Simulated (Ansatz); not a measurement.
Base system: HfO2 in the fluorite structure (space group Fm-3m, No. 225).

```xyz
3
Lattice="0.0000 2.5491 2.5491 2.5491 0.0000 2.5491 2.5491 2.5491 0.0000" Properties=species:S:1:pos:R:3 pbc="T T T"
Hf     0.0000     0.0000     0.0000
O      1.2745     1.2745     1.2745
O      3.8236     3.8236     3.8236
```

Computed with Ansatz (a quantum-chemistry and plane-wave program) PBE, without spin-orbit coupling, earlier PAW set.

Base values:

* **Gap character**: direct at X
* **Electron mass**: 1.2 mₑ along k, 0.74 mₑ across (at X)

Modification: the cell is scaled by 0.9906 in all directions, atoms relaxed at fixed cell.

Problem. Estimate the effect on the gap character, energy relative to the base, electron mass and mean gap deformation potential ΔEg/Δln V.

Solution. The gap character remains direct at X; the energy goes up by 7.0 meV/atom; the electron mass goes from 1.2 mₑ along k, 0.74 mₑ across (at X) to 1.2 mₑ along k, 0.73 mₑ across (at X); the mean gap deformation potential ΔEg/Δln V comes out as -2.5 eV.

Spin-orbit coupling, missing from the scalar runs, can matter with Hf. The cells carry an imposed strain or load. Masses are band curvatures over ±0.01 Å⁻¹ around the edge. Along k means along the line from Γ to the band edge. Stability against distortions was not tested. This is not the structure that HfO2 has at room temperature and ambient pressure.
